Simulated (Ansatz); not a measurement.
BeTe (model structure, started from the NiAs type, P6₃/mmc, No. 194, 4 atoms in the cell): equilibrium lattice constant a by level of theory

No measured value is used here.

| level (code) | value (Å) |
|---|---|
| LDA (Ansatz) | 3.779 |
| PBE (Ansatz) | (withheld) |
| PBE-D3(BJ) (Ansatz) | 3.793 |
| r²SCAN (Ansatz) | 3.860 |
| r²SCAN+rVV10 (Ansatz) | 3.846 |

Problem. Some entries are withheld; supply them.

Solution. 
- PBE (Ansatz, a program for electronic structure), value (Å): 3.856

Cutoffs differ between the levels. Ansatz's density-functional and Hartree–Fock values are scalar-relativistic unless marked +SOC, with PAW data made under PBE.

A model structure was made by putting elements into a prototype or built by hand; it is no filed structure, need not be a known phase, and can be a saddle point held by its symmetry.
